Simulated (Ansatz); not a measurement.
We consider AlB2-type HfB2, described by PBE-D3(BJ) (Ansatz, a first-principles code, plane waves, PAW).

Output (set-up and result lines):

```
Relaxation: its limit of steps is 80 (relax.max_steps)
Crystal: 3 atoms, lattice volume = 30.334 Å³
Basis set: ecut = 520 eV, 811 PW (Γ), exchange–correlation on 48×48×54 points (8 copies of the dense FFT grid, shifted against one another)
Bands: 20, of which v1, the nominal top of the filled ones, is band 16 counted from 1 (15 counted from 0)
Symmetry: 24 space group operations
Space group: P6/mmm (ITA 191), of the structure as read, at distance tolerance 3.1e-5 Å
k-points: 549 of 9216
Functional: x = pbe(κ = 0.804, μ = 0.2195149727645171), c = pbe(β = 0.06672455060314922)
SCF iter   1: F=—  HF=-16037.277162 eV  |F-HF|=—  |Δ(HF+E_count)|=         —  Δρ=2.02e-3  dr2=2.06e-3
SCF iter   2: F=—  HF=-16037.276802 eV  |F-HF|=—  |Δ(HF+E_count)|=   3.60e-4  Δρ=1.17e-3  dr2=8.53e-4
  ...
SCF 1 converged in 6 iterations: F = -16037.276534 eV  dr2 = 8.09e-9
Crystal: 3 atoms, lattice volume = 30.334 Å³
Basis set: ecut = 520 eV, 823 PW (Γ), exchange–correlation on 48×48×54 points (8 copies of the dense FFT grid, shifted against one another)
Initial density: handed on by an earlier stage of this run
SCF 2 converged in 4 iterations: F = -16037.276774 eV  dr2 = 8.98e-8
Crystal: 3 atoms, lattice volume = 30.334 Å³
SCF 3 converged in 3 iterations: F = -16037.276813 eV  dr2 = 1.58e-7
Crystal: 3 atoms, lattice volume = 30.334 Å³
SCF iter   4: F=—  HF=-16037.276814 eV  |F-HF|=—  |Δ(HF+E_count)|=  7.20e-10  Δρ=8.35e-7  dr2=6.49e-11
SCF iter   5: F=-16037.276814 eV  HF=-16037.276814 eV  |F-HF|=9.09e-12  |Δ(HF+E_count)|=  1.27e-11  Δρ=1.47e-7  dr2=4.12e-12
SCF 4 converged in 5 iterations: F = -16037.276814 eV  dr2 = 4.12e-12
SCF converged after 5 iterations
Free energy (F): -16037.276814 eV
Internal energy: -16037.274726 eV  (E = F + TS)
E sigma→0 (E₀):  -16037.275770 eV
Fermi energy:    20.155666 eV
--- Forces (eV/Å), atoms counted from 1 ---
  atom   1  Hf    -0.00000000     0.00000000     0.00000000
  atom   2  B      0.00000000    -0.00000000     0.00000000
  atom   3  B     -0.00000000     0.00000000    -0.00000000
--- Stress (GPa, compression-positive) ---
       -9.409698       0.000000       0.000000
        0.000000      -9.409698      -0.000000
        0.000000      -0.000000      -9.408868
  P = ⅓ Tr σ = -9.4094 GPa (-94.094 kbar)
```

Task: Write an input file that could have produced this run (the log leaves some choices open).

Result: This is not unique; one that fits is 
Ansatz 0.2 input:
```yaml
crystal:
  lattice:
    - [1.5815785601, -2.7393744223, 0.0]
    - [1.5815785601, 2.7393744223, 0.0]
    - [0.0, 0.0, 3.5006834247]
  atoms:
    - { symbol: Hf, position: [0.0, 0.0, 0.0] }
    - { symbol: B, position: [0.3333333333, 0.6666666667, 0.5] }
    - { symbol: B, position: [0.6666666667, 0.3333333333, 0.5] }
basis:
  ecutwfc: 520
  ecutrho_ratio: 4
  xc_grid: 2
kpoints:
  mp_grid: { grid: [24, 24, 16] }
hamiltonian:
  xc: pbe
  dispersion: d3bj
  pseudopotentials: { kind: paw }
scf:
  occupations: { method: fermi_dirac, width: 0.05 }
output:
  forces: true
  stress: true
  eigenvalues: true
relax:
  f_tol: 0.004
  escape_saddle: false
  max_steps: 80
  cell: { stress_tol: 0.02, fix: [volume] }
```

The cell is one volume of an energy–volume scan, off the minimum.
